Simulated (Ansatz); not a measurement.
## Cu: response to strain

The parent structure is Cu in the fcc (Cu type) structure (space group Fm-3m, No. 225; a = 3.577 Å; relaxed with 0.1 eV smearing). Axes: x, y, z lie along the cube axes.

Strains are applied to the cell and any free atomic positions relax; under biaxial strain the out-of-plane vector relaxes too.

All numbers come from r2SCAN, PAW, 500 eV (Ansatz, a quantum-chemistry and plane-wave program; no spin-orbit coupling).

Notes on the quantities. pressure: mean of the normal stresses, compression positive; energy relative to the base: free energy F.

| change | pressure | out-of-plane strain | energy relative to the base |
|---|---|---|---|
| base | 0.0 GPa | – | 0 meV/atom |
| biaxial strain −3.00 %, plane normal [001], relaxed out of plane | 3.8 GPa | +4.09 % | +11 meV/atom |
| biaxial strain −2.50 %, plane normal [001], relaxed out of plane | 3.1 GPa | +3.42 % | +7.6 meV/atom |
| biaxial strain −2.00 %, plane normal [001], relaxed out of plane | 2.3 GPa | +2.75 % | +4.7 meV/atom |
| biaxial strain −1.50 %, plane normal [001], relaxed out of plane | 1.7 GPa | +2.07 % | +2.6 meV/atom |
| biaxial strain −1.00 %, plane normal [001], relaxed out of plane | 1.1 GPa | +1.39 % | +1.1 meV/atom |
| biaxial strain −0.50 %, plane normal [001], relaxed out of plane | 0.5 GPa | +0.70 % | +0.3 meV/atom |

Stability against distortions was not tested. All final runs are without spin polarisation.
